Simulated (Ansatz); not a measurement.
# Response to strain in MgS

Consider MgS in the rock salt structure (space group Fm-3m, No. 225; a = 5.203 Å).

Strains are applied to the cell and any free atomic positions relax.

All numbers come from r2SCAN/PAW in Ansatz (a program for electronic structure), no SOC.

| isotropic strain (%) | pressure (GPa) |
|---|---|
| 0 | 0.0 |
| 0.5 | -1.2 |
| 1 | -2.2 |
| 1.5 | -3.3 |
| 2 | -4.2 |
| 2.5 | ? |
| 3 | -5.9 |

### Question
Fit P = P₀ − Bδ + Cδ² with δ = (1 + ε)³ − 1 to the rows shown and predict the withheld row.

### Answer
Least squares on the printed values gives P₀ = 0.0 GPa, B = 78.7 GPa, C = 165 GPa (largest residual 0.0 GPa); this predicts -5.1 GPa, and the run gives -5.1 GPa, in agreement.

Stability against distortions was not tested.
